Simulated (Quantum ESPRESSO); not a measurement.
What a tighter setting buys: vacuum between outermost atoms (Å), a (001) slab of Sb (cut from a parent of space group no. 166; 6 atoms in the cell)

```
Sb
1.0
    4.35065     0.00000     0.00000
   -2.17532     3.76777     0.00000
    0.00000     0.00000    23.99430
Sb
6
Direct
  0.00000   0.00000   0.38903
  0.66667   0.33333   0.29174
  0.66667   0.33333   0.54865
  0.33333   0.66667   0.45135
  0.33333   0.66667   0.70826
  0.00000   0.00000   0.61097
```

Level of theory: LDA (PZ), PSlibrary ultrasoft (LDA) pseudopotentials (plane waves; Quantum ESPRESSO).

Base settings: ecutwfc = 30 Ry; ecutrho = 180 Ry; occupations = smearing; smearing = mp; degauss = 0.019992 Ry; mixing_mode = local-TF; potentials = {Sb: Sb.pz-n-rrkjus_psl.1.0.0.UPF}; K_POINTS = automatic 7 7 1 0 0 0; conv_thr = 1e-10 Ry; mixing_beta = 0.2.

Misses are taken against the tightest run, 28.0, which need not be fully converged itself. The energy is the free energy per atom.

The count of work is k-points × plane waves × bands × iterations; it is no time, and leaves out set-up, grids and terms that scale otherwise. Core times come from one kind of shared machine and are given to one figure; runs under 30 s give none.

The starting cell comes from a database of computed structures (which also holds hypothetical and non-ambient phases and stackings), without a prior relaxation at this level. The slab is cut from that crystal, and its faces are unrelaxed. Its lattice was rescaled in the plane by a random factor within 2.5 % of one. In the base run, forces exceed 1 eV/Å.

The runs (vacuum between outermost atoms (Å)): 3.0 | 4.0 | 5.0 | 6.0 | 8.0 | 10.0 | 12.0 | 14.0 | 15.0 | 18.0 | 22.0 | 28.0.

Problem. Which is the coarsest setting among those run that, with all tighter ones, holds the energy within 20 meV/atom of the reference, and what does it save?

Solution. 5.0, off by 8.9 meV/atom; it needs 0.26 of the reference's count of work and about 0.2 of the reference's time.

Problem. Which is the coarsest setting among those run that, with all tighter ones, holds the energy within 5 meV/atom of the reference, and what does it save?

Solution. 6.0, off by 2.2 meV/atom; it needs 0.28 of the reference's count of work and about 0.2 of the reference's time.

Problem. What does the step from 6.0 to 18.0 buy?

Solution. It takes the miss in the energy from 2.2 to 0.03 meV/atom, for 2.6 times the count of work and roughly 3 times the time.

| vacuum between outermost atoms (Å) | energy less reference (meV/atom) | largest difference in the force on any atom (eV/Å) | count of work / reference | core time / reference (rough) |
|---|---|---|---|---|
| 3.0 | -133.17 | 1.145 | 0.30 | 0.2 |
| 4.0 | -34.33 | 0.252 | 0.36 | 0.3 |
| 5.0 | -8.89 | 0.078 | 0.26 | 0.2 |
| 6.0 | -2.20 | 0.022 | 0.28 | 0.2 |
| 8.0 | -0.13 | 0.001 | 0.52 | 0.4 |
| 10.0 | -0.02 | 0.000 | 0.51 | 0.4 |
| 12.0 | -0.02 | 0.000 | 0.67 | 0.6 |
| 14.0 | 0.00 | 0.000 | 0.42 | 0.4 |
| 15.0 | 0.03 | 0.000 | 0.75 | 0.8 |
| 18.0 | -0.03 | 0.000 | 0.74 | 0.7 |
| 22.0 | -0.02 | 0.000 | 0.64 | 0.6 |
| 28.0 | 0.00 | 0.000 | 1.0 | 1 |
